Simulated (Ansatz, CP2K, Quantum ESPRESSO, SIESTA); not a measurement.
**Sr₂SeS (R-3m, 4 atoms in the cell) computed with different codes at matched settings**

Relaxation of cell and atoms.

```
CELL_PARAMETERS angstrom
      2.17815     1.25756     7.12217
     -2.17815     1.25756     7.12217
      0.00000    -2.51512     7.12217
ATOMIC_POSITIONS crystal
  Sr 0.24718 0.24718 0.24718
  Sr 0.75282 0.75282 0.75282
  Se 0.00000 0.00000 0.00000
  S  0.50000 0.50000 0.50000
```

Shared settings, as Ansatz (a program for electronic structure) writes them: kpoints.mp_grid.grid = 6 6 6; scf.occupations.method = fixed. Potentials and cutoffs stand in the table.

| code | model | final volume (Å³/atom) | gap on the mesh (eV) | cutoff |
|---|---|---|---|---|
| Quantum ESPRESSO | LDA (PZ), GBRV 1.5 ultrasoft (LDA) pseudopotentials | 27.17 | 1.945 | 40 Ry |
| CP2K | LDA (Pade form), GPW, DZVP-MOLOPT-SR-GTH basis, GTH-PADE potentials (GTH_POTENTIALS) | 27.41 | 2.370 | grid 500 Ry |
| SIESTA | LDA PW92, numerical atomic orbitals DZP, PseudoDojo LDA standard norm-conserving potentials (rewritten from UPF to PSML) | 28.76 | 2.715 | grid 400 Ry |
| Ansatz | LDA (PW92), PAW files made with PBE | 27.17 | 1.949 | 420 eV |

Gaps are read on the mesh.

The spread over the programs that give each value: final volume within 1.59 Å³/atom; gap on the mesh within 0.770 eV.

CP2K and SIESTA use small atom-centred bases, whose incompleteness enters pressures, forces and empty levels differently from a plane-wave cutoff. The same LDA comes in different parametrisations, which differ slightly. The programs treat the finite-basis stress differently while the cell relaxes: Ansatz adds an estimate of it.

The starting cell comes from a database of computed structures (which also holds hypothetical and non-ambient phases and stackings), without a prior relaxation at this level.

Keys are those of Ansatz 0.2.
